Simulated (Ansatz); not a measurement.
Consider the following.

```xyz
6
Lattice="3.8726 0.0000 0.0000 -1.9363 3.3538 0.0000 0.0000 0.0000 12.2695" Properties=species:S:1:pos:R:3 pbc="T T T"
Sn     0.0000     2.2359     3.0674
Sn     1.9363     1.1179     9.2021
Se     0.0000     2.2359     7.4943
Se     1.9363     1.1179     1.3595
Se     1.9363     1.1179     4.7752
Se     0.0000     2.2359    10.9100
```

No spin polarisation.

Calculations: DFT with r2SCAN+rVV10, PAW potentials and a 500 eV plane-wave cutoff in Ansatz (a program for electronic structure), no spin-orbit coupling. Γ-centred 14×14×4 mesh, Fermi–Dirac width 0.05 eV.

Question: Predict the band gap, pressure and space group.

Answer: The band gap comes out as zero and the pressure (mean of the normal stresses, compression positive) is -2.7 GPa. The space group comes out as P6_3/mmc (No. 194).

The cells carry an imposed strain or load. No phonon test of stability was made. The final runs are not spin-polarised. The cell was made from SnSe2 in the 2H-MoS2 type structure (space group P6_3/mmc, No. 194; a hypothetical phase, not in the database extracts checked; layered, stacked along the Cartesian z axis) by this change: isotropic strain +2.03 %.
